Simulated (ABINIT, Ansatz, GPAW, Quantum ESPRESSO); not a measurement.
**Code comparison for VCrB2 (Amm2, 4 atoms in the cell)**

Self-consistent single point.

```
CELL_PARAMETERS angstrom
      2.99017     0.00000     0.00000
      0.00000     1.51800     4.03244
      0.00000    -1.51800     4.03244
ATOMIC_POSITIONS crystal
  V  0.50000 0.14781 0.14781
  Cr 0.00000 0.85370 0.85370
  B  0.00000 0.56275 0.56275
  B  0.50000 0.43574 0.43574
```

All programs got the same cell, k-point mesh and kind of occupations (in Ansatz's words: kpoints.mp_grid.grid = 9 9 9; scf.occupations.method = fermi_dirac; scf.occupations.width = 0.05 eV); potentials, basis and cutoffs are each program's usual ones.

| code | model | pressure (GPa) | largest force (eV/Å) | cutoff |
|---|---|---|---|---|
| Ansatz | LDA (PW92), PAW files made with PBE | -26.55 | 0.281 | 420 eV |
| GPAW | LDA (Perdew-Wang 92), GPAW PAW datasets LDA (gpaw-data 1.0.1) | – | 0.266 | 950 eV |
| Quantum ESPRESSO | LDA (PZ), GBRV 1.5 ultrasoft (LDA) pseudopotentials | -25.87 | 0.270 | 50 Ry |
| ABINIT | LDA (PW92), norm-conserving pseudopotentials (PseudoDojo nc-sr-04 LDA standard) | -26.23 | 0.276 | 47 Ha |

Size of the force on each atom (eV/Å): Sizes of forces hide their directions.

| code | V1 | Cr2 | B3 | B4 |
|---|---|---|---|---|
| Ansatz | 0.281 | 0.229 | 0.171 | 0.222 |
| GPAW | 0.266 | 0.218 | 0.197 | 0.244 |
| Quantum ESPRESSO | 0.270 | 0.209 | 0.152 | 0.213 |
| ABINIT | 0.276 | 0.218 | 0.160 | 0.218 |

A dash marks a value that a program does not give, or that is left out as unsure.

The spread over the programs that give each value: pressure within 0.68 GPa; largest force within 0.015 eV/Å.

The starting cell comes from a database of computed structures (which also holds hypothetical and non-ambient phases and stackings), without a prior relaxation at this level. Its lattice was rescaled by a random factor within 2.5 % of one. On Ansatz's run: Spin polarisation is off. In the base run, with a pressure of about -26 GPa the cell is away from its equilibrium volume at this level.

Task: Why do the programs differ, and what cannot be compared?

Result: Differences of this kind can come from the potentials, where these differ, and from what each basis and cutoff leave unconverged. The valence holds different numbers of electrons (Ansatz (a first-principles code) 33, GPAW 25, Quantum ESPRESSO 33, ABINIT 33). The zero of total energies and Fermi levels follows the potentials and each program's conventions, so they are not compared here. Ansatz's pressure is given at a fixed set of plane waves, as the other plane-wave codes print theirs; with its correction for the finite basis it is -26.38 GPa. The pressure of GPAW is left out: its cutoff lies under the one at which its stress was checked. The same LDA comes in different parametrisations, which differ slightly.

Keys are those of Ansatz 0.2.
